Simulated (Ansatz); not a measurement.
Consider O-vacancy pair (O on one host C site, one C site vacant) in 3C silicon carbide, neutral cell. The step: a nearby C atom hops onto the vacant site (O-vacancy distance between ideal sites 3.10 → 6.19 Å) (strongly reconstructed ends); the atom moves 3.13 Å along (0.01, -0.51, 0.51) of the unit cell; at the start one Si stands off the lattice site; the moving atom starts with neighbours 3 Si at 1.91, Si at 1.93 Å and ends with Si at 1.82, 2 Si at 1.89, Si at 1.92 Å. DFT values are from Ansatz (plane-wave PAW, 420 eV unless said) in a cell of 64 host sites, spin-restricted, static, with no finite-size correction. The charge state is imposed; whether it is stable for some Fermi level was not computed. Forms of the defect that were not tried may lie lower. For the PBE band: the saddle point's order was not checked.

```json
[
 {"Level": "PBE, a 2×2×2 k-point mesh shifted by half a step, band relaxed", "Forward barrier (eV)": "3.99", "Cost of the band or of the saddle's single point": "about 100 core-minutes (a rough figure)"},
 {"Level": "PBE, a 3×3×3 k-point mesh shifted by half a step, same geometries", "Forward barrier (eV)": "4.01", "Cost of the band or of the saddle's single point": "very roughly 5 core-minutes"},
 {"Level": "r2SCAN at 500 eV, a 2×2×2 k-point mesh shifted by half a step, same geometries", "Forward barrier (eV)": "?", "Cost of the band or of the saddle's single point": "roughly 2.6 core-minutes"}
]
```

Task: Fill in the missing entries.

Result: 
- r2SCAN at 500 eV, a 2×2×2 k-point mesh shifted by half a step, same geometries, Forward barrier (eV): 4.48

Ansatz is a first-principles code.
